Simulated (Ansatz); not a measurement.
## A computed series for AlAs: response to strain

Take AlAs in the zinc blende structure (space group F-43m, No. 216) as the base.

```
AlAs
1.0
    0.00000     2.83733     2.83733
    2.83733     0.00000     2.83733
    2.83733     2.83733     0.00000
As Al
1 1
Cartesian
  4.25600   4.25600   4.25600
  0.00000   0.00000   0.00000
```

Cartesian axes are those of the cell as printed.

Strains are applied to the cell and any free atomic positions relax; under biaxial strain the out-of-plane vector relaxes too.

Method: DFT with PBEsol, PAW potentials and a 420 eV plane-wave cutoff in Ansatz (a first-principles code), spin-orbit coupling left out.

Notes on the quantities. energy relative to the base: free energy F.

| variant | band gap | shortest interatomic distance | energy relative to the base |
|---|---|---|---|
| base | 1.34 eV | 2.457 Å | 0 meV/atom |
| biaxial strain +3.74 %, plane normal [001], relaxed out of plane | 0.97 eV | 2.488 Å | +20 meV/atom |
| biaxial strain +3.56 %, plane normal [111], relaxed out of plane | 1.12 eV | ___ | +27 meV/atom |
| isotropic strain −1.79 % | 1.25 eV | 2.413 Å | ___ |
| tensor shear ε_yz = −0.72 % | 1.27 eV | 2.453 Å | +0.8 meV/atom |
| tensor shear ε_xy = −1.81 % | 1.11 eV | 2.446 Å | +4.8 meV/atom |

Question: Some entries are withheld; estimate them.

Answer: 
- biaxial strain +3.56 %, plane normal [111], relaxed out of plane, shortest interatomic distance: 2.462 Å
- isotropic strain −1.79 %, energy relative to the base: +16 meV/atom

Whether these cells are dynamically stable was not tested.
